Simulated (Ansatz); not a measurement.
## Pressure series in Sc

Take Sc in the hcp (Mg type) structure (space group P6_3/mmc, No. 194; a = 3.319 Å, c = 5.166 Å) as the base.

Cell and atoms are relaxed at each pressure.

Levels (all Ansatz, a first-principles code, PAW): PBE (420 eV, no SOC); r2SCAN (500 eV, no spin-orbit coupling).

The base cell above is that of PBE; each level relaxes its own structures.

| case | lattice parameter a, PBE | lattice parameter a, r2SCAN |
|---|---|---|
| pressure −2 GPa | 3.362 Å | 3.369 Å |
| pressure −1 GPa | 3.340 Å | 3.349 Å |
| pressure 0.9 GPa | 3.302 Å | 3.313 Å |
| pressure 2.1 GPa | 3.281 Å | 3.293 Å |
| pressure 4.5 GPa | 3.242 Å | 3.256 Å |
| pressure 9 GPa | 3.182 Å | 3.198 Å |
| pressure 15 GPa | 3.116 Å | 3.135 Å |
| pressure 22.5 GPa | 3.047 Å | 3.072 Å |
| pressure 30 GPa | 2.983 Å | 3.019 Å |

PBE lies below r2SCAN in every row, by 0.007 Å to 0.035 Å. They put the cases in the same order.

Load acts through the strain it causes; cell and atoms are relaxed under it. Whether these cells are dynamically stable was not tested. No other phases were tried under pressure. All final runs are without spin polarisation.
